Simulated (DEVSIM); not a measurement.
Structure: Au/SiO2/n-InP capacitor, at 300 K.

```csv
layer (left to right),material,thickness (nm),Nd (cm⁻³)
1,SiO2,12.0,-
2,InP,2200,7.7e16
```

Metal gate on the left, work function 5.1 eV. Fixed charge at the semiconductor interface 9.2e11 cm⁻² (in units of +e); no interface traps.

This is a model device: material constants are rounded textbook-type values typed into the input, and sizes, dopings and lifetimes were drawn at random. Values at 300 K.

```csv
parameter,SiO2,InP
gap (eV),9,1.344
affinity (eV),0.9,4.38
permittivity,3.9,12.5
Nc (cm⁻³),-,5.7e17
Nv (cm⁻³),-,1.1e19
```

Simulated with DEVSIM: 1D Poisson equation in equilibrium, Boltzmann statistics, complete ionisation; no quantum confinement or tunnelling. Metal contacts follow the ideal Schottky-Mott rule: no Fermi-level pinning, no interface dipoles.

The SiO2 thickness was swept, all else fixed.

| SiO2 thickness (μm) | capacitance of the dielectric stack (μF/cm²) | minimum of the low-frequency capacitance (μF/cm²) |
|---|---|---|
| 0.0048 | 0.719 | 0.0743 |
| 0.0066 | 0.523 | 0.0715 |
| 0.0084 | 0.411 | 0.0706 |
| 0.01 | 0.345 | 0.0681 |
| 0.012 | 0.288 | 0.0651 |
| 0.014 | 0.247 | 0.0625 |

From the first row to the last the capacitance of the dielectric stack goes from 0.719 to 0.247. From the first row to the last the minimum of the low-frequency capacitance goes from 0.0743 to 0.0625.
